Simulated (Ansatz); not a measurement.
Input and output of a self-consistent single point for Al2GaP3O12 (C2, 18 atoms in the cell) (Ansatz, a first-principles code).

Computed with LDA (PW92) with spin-orbit coupling, default PAW files made with PBE (plane waves; Ansatz).

```yaml
crystal:
  lattice:
    - [4.34186, -2.49322, 0.00000]
    - [4.34186, 2.49322, 0.00000]
    - [-0.02959, 0.00000, 11.10824]
  atoms:
    - { symbol: Al, position: [0.53580, 0.99994, 0.16506] }
    - { symbol: Al, position: [0.00006, 0.46420, 0.83494] }
    - { symbol: Ga, position: [0.46660, 0.53340, 0.50000] }
    - { symbol: P, position: [0.46608, 0.53392, 0.00000] }
    - { symbol: P, position: [0.53482, 0.00042, 0.66922] }
    - { symbol: P, position: [0.99958, 0.46518, 0.33078] }
    - { symbol: O, position: [0.40883, 0.89659, 0.56340] }
    - { symbol: O, position: [0.10341, 0.59117, 0.43660] }
    - { symbol: O, position: [0.87902, 0.70518, 0.22839] }
    - { symbol: O, position: [0.29482, 0.12098, 0.77161] }
    - { symbol: O, position: [0.70599, 0.41847, 0.89803] }
    - { symbol: O, position: [0.58153, 0.29401, 0.10197] }
    - { symbol: O, position: [0.41588, 0.84226, 0.05007] }
    - { symbol: O, position: [0.15774, 0.58412, 0.94993] }
    - { symbol: O, position: [0.84321, 0.73487, 0.71749] }
    - { symbol: O, position: [0.26513, 0.15679, 0.28251] }
    - { symbol: O, position: [0.74452, 0.40300, 0.37510] }
    - { symbol: O, position: [0.59700, 0.25548, 0.62490] }
```

Reference input (self-consistent single point, DFT, PBEsol, plane waves, default PAW files made with PBE): kpoints.mp_grid.grid = 5 5 2; hamiltonian.xc = pbesol; hamiltonian.pseudopotentials = {kind: paw} (the program's default PAW files); scf.occupations.method = fixed. This run's input differs from it in these lines:

Ansatz 0.2 input:
```diff
@@ -29,5 +29,8 @@
 hamiltonian:
-  xc: pbesol
+  xc: lda
   pseudopotentials:
     kind: paw
+magnetization:
+  noncollinear: true
+  spin_orbit: true
 scf:
```

Log, with long lists cut:

```
SCF iter   1: F=—  HF=-13598.172101 eV  |F-HF|=—  |Δ(HF+E_count)|=         —  Δρ=1.15e-1  dr2=2.77e1  dr2_m=0.00e0 (ungated)  ethr=3.10e-3  |M|=0.00e0 ∫|m|=0.00e0 μB  |m|>n=0.0e0 m-floor=0.0e0 τ_xc=0.0e0  β_m=0.30  ⟨swp⟩=5.2  Hψ=11558  notcnv=0  defer=558
all-band conjugate gradients solve this SCF's bands
preconditioner: auto → Resta (q_TF=auto, 2.380 Å⁻¹)
spin=Noncollinear: Resta preconditioning applied to the charge; magnetization (m_x, m_y, m_z) channels mix plain (no charge-response kernel on spin).
   [... lines left out ...]
SCF iter  10: F=—  HF=-13588.669786 eV  |F-HF|=—  |Δ(HF+E_count)|=   8.32e-8  Δρ=1.00e-5  dr2=1.76e-7  dr2_m=0.00e0 (ungated)  ethr=9.43e-11  |M|=0.00e0 ∫|m|=0.00e0 μB  |m|>n=0.0e0 m-floor=0.0e0 τ_xc=0.0e0  β_m=0.66  ⟨swp⟩=19.4  Hψ=20042  notcnv=0
SCF iter  11: F=-13588.669786 eV  HF=-13588.669786 eV  |F-HF|=3.04e-9  |Δ(HF+E_count)|=   2.74e-8  Δρ=2.85e-6  dr2=1.65e-8  dr2_m=0.00e0 (ungated)  ethr=9.43e-11  |M|=0.00e0 ∫|m|=0.00e0 μB  |m|>n=0.0e0 m-floor=0.0e0 τ_xc=0.0e0  ⟨swp⟩=4.0  Hψ=7688  notcnv=0
SCF 1 converged in 11 iterations: F = -13588.669786 eV  dr2 = 1.65e-8
Magnetization: |M| = 0.0000 μB,  M = (+0.0000, +0.0000, +0.0000) μB
Absolute magnetization: 0.0000 μB (∫|m|)
  site 0: m = (+0.0000, +0.0000, +0.0000) μB, |m| = 0.0000 μB  (R = 0.72 Å)
  site 1: m = (+0.0000, +0.0000, +0.0000) μB, |m| = 0.0000 μB  (R = 0.72 Å)
  site 2: m = (+0.0000, +0.0000, +0.0000) μB, |m| = 0.0000 μB  (R = 0.76 Å)
  site 3: m = (+0.0000, +0.0000, +0.0000) μB, |m| = 0.0000 μB  (R = 0.63 Å)
  site 4: m = (+0.0000, +0.0000, +0.0000) μB, |m| = 0.0000 μB  (R = 0.63 Å)
  site 5: m = (+0.0000, +0.0000, +0.0000) μB, |m| = 0.0000 μB  (R = 0.63 Å)
  site 6: m = (+0.0000, +0.0000, +0.0000) μB, |m| = 0.0000 μB  (R = 0.64 Å)
  site 7: m = (+0.0000, +0.0000, +0.0000) μB, |m| = 0.0000 μB  (R = 0.64 Å)
   [... lines left out ...]
Free energy (F): -13588.669786 eV
Fermi energy:    1.915247 eV
   [... lines left out ...]
  atom  18  O     -0.13330420     0.18729130    -0.22856718
--- Stress (GPa, compression-positive) ---
       -5.750730       0.000000      -0.098690
        0.000000      -5.657543       0.000000
       -0.098691       0.000000      -5.891187
  P = ⅓ Tr σ = -5.7665 GPa (-57.665 kbar)
  The stress holds the Pulay correction. Without it, at fixed plane waves, as pw.x and ABINIT print it: P = -6.5909 GPa
```

The run converged in 11 iterations. Against the reference run the pressure goes from -1.30 to -5.77 GPa, the largest force goes from 0.231 to 0.412 eV/Å and the gap on the mesh goes from 5.030 to 4.917 eV.

The starting cell comes from a database of computed structures (which also holds hypothetical and non-ambient phases and stackings), without a prior relaxation at this level. Its lattice was rescaled by a random factor within 2.5 % of one. With a pressure of about -6 GPa the cell is away from its equilibrium volume at this level. Ansatz's pressure includes its estimate of the finite-basis (Pulay) stress. Without the estimate this run gives -6.59 GPa.

Cost on one core of a shared machine: roughly 2 min.
